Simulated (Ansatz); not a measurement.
Consider SiC (space group Pm-3n, No. 223; a hypothetical phase, not in the database extracts checked).

```
CELL_PARAMETERS angstrom
      5.35738     0.00000     0.00000
      0.00000     5.35738     0.00000
      0.00000     0.00000     5.35738
ATOMIC_POSITIONS crystal
  Si 0.25000 0.00000 0.50000
  Si 0.50000 0.25000 0.00000
  Si 0.50000 0.75000 0.00000
  Si 0.75000 0.00000 0.50000
  Si 0.00000 0.50000 0.75000
  Si 0.00000 0.50000 0.25000
  C  0.25000 0.50000 0.00000
  C  0.00000 0.25000 0.50000
  C  0.00000 0.75000 0.50000
  C  0.75000 0.50000 0.00000
  C  0.50000 0.00000 0.75000
  C  0.50000 0.00000 0.25000
```

Cartesian axes are those of the cell as printed.

All numbers come from PBE in Ansatz (plane waves to 420 eV, PAW, scalar-relativistic without spin-orbit coupling).

Perturbation: the cell is compressed by 1.31 % along z with no lateral relaxation, atoms relaxed at fixed cell.

Problem. Predict the stress tensor and what it implies for the stiffness.

Solution. Stress of the strained cell less that of the base (GPa, compression positive):
```
   0.81    0.00    0.00
   0.00    0.81    0.00
   0.00    0.00    5.13
```

Then −Δσ_ii/ε with ε = -0.0131 gives secant stiffness values (nonlinear terms included at this strain): C33 ≈ 392 GPa, C13 ≈ 62 GPa and C23 ≈ 62 GPa.

Whether these cells are dynamically stable was not tested.

Ansatz is an electronic-structure program.
